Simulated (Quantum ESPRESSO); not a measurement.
Quantum ESPRESSO run on CaBi3 (Pm-3m, 4 atoms in the cell): self-consistent single point.

Method of the run: PBEsol, SSSP 1.1.2 efficiency (PBE) pseudopotentials (plane waves; Quantum ESPRESSO).

The change in words: lattice scaled by 0.98. Reference geometry:
```
CaBi3
1.0
    4.85870     0.00000     0.00000
    0.00000     4.85870     0.00000
    0.00000     0.00000     4.85870
Ca Bi
1 3
Direct
  0.50000   0.50000   0.50000
  0.50000   0.00000   0.00000
  0.00000   0.50000   0.00000
  0.00000   0.00000   0.50000
```

Reference input (self-consistent single point, DFT, PBEsol, plane waves, SSSP 1.1.2 efficiency (PBE) pseudopotentials): ecutwfc = 40 Ry; ecutrho = 320 Ry; occupations = smearing; smearing = fd; degauss = 0.0073499 Ry; input_dft = pbesol; potentials = {Ca: Ca_pbe_v1.uspp.F.UPF, Bi: Bi_pbe_v1.uspp.F.UPF}; K_POINTS = automatic 9 9 9 0 0 0; conv_thr = 1e-10 Ry. This run's input differs from it in these lines:

```diff
@@ -26,5 +26,5 @@
 CELL_PARAMETERS {angstrom}
-   4.8586970000     0.0000000000     0.0000000000
-   0.0000000000     4.8586970000     0.0000000000
-   0.0000000000     0.0000000000     4.8586970000
+   4.7615230000     0.0000000000     0.0000000000
+   0.0000000000     4.7615230000     0.0000000000
+   0.0000000000     0.0000000000     4.7615230000
 ATOMIC_POSITIONS {crystal}
```

Output, abridged:

```
     Self-consistent Calculation

     iteration #  1     ecut=    40.00 Ry     beta= 0.70

     negative rho (up, down):  1.242E-01 0.000E+00

     total energy              =    -628.88039042 Ry
     estimated scf accuracy    <       1.45312067 Ry

     iteration #  2     ecut=    40.00 Ry     beta= 0.70

     negative rho (up, down):  1.301E-01 0.000E+00

     total energy              =    -629.28920243 Ry
     estimated scf accuracy    <       0.06568155 Ry

     iteration #  3     ecut=    40.00 Ry     beta= 0.70

     negative rho (up, down):  1.310E-01 0.000E+00

     total energy              =    -629.29917021 Ry
     estimated scf accuracy    <       0.00371529 Ry

   [... 5 blocks of this kind left out ...]

     iteration #  9     ecut=    40.00 Ry     beta= 0.70

     negative rho (up, down):  1.318E-01 0.000E+00

     total energy              =    -629.30013422 Ry
     estimated scf accuracy    <          9.9E-10 Ry

     iteration # 10     ecut=    40.00 Ry     beta= 0.70

     negative rho (up, down):  1.318E-01 0.000E+00
     End of self-consistent calculation

     the Fermi energy is    12.7291 ev

!    total energy              =    -629.30013422 Ry
     estimated scf accuracy    <          1.6E-11 Ry
     smearing contrib. (-TS)   =      -0.00470026 Ry
     internal energy E=F+TS    =    -629.29543396 Ry

     convergence has been achieved in  10 iterations

     negative rho (up, down):  1.318E-01 0.000E+00

     Forces acting on atoms (cartesian axes, Ry/au):

     atom    1 type  1   force =     0.00000000    0.00000000    0.00000000
   [... zero for the other atoms too ...]

     Total force =     0.000000     Total SCF correction =     0.000000

     negative rho (up, down):  1.318E-01 0.000E+00
          total   stress  (Ry/bohr**3)                   (kbar)     P=       54.04
   0.00036733   0.00000000   0.00000000           54.04        0.00        0.00
   0.00000000   0.00036733   0.00000000            0.00       54.04        0.00
   0.00000000   0.00000000   0.00036733            0.00        0.00       54.04

   JOB DONE.
```

The run converged in 10 iterations. Against the reference run the free energy goes up by 40.5 meV/atom and the pressure goes from 1.36 to 5.40 GPa.

The starting cell comes from a database of computed structures (which also holds hypothetical and non-ambient phases and stackings), without a prior relaxation at this level. Its lattice was rescaled by a random factor within 2.5 % of one. For this run, on top of that: lattice scaled by 0.98. With a pressure of about 5 GPa the cell is away from its equilibrium volume at this level.

Cost on one core of a shared machine: roughly 2 min.
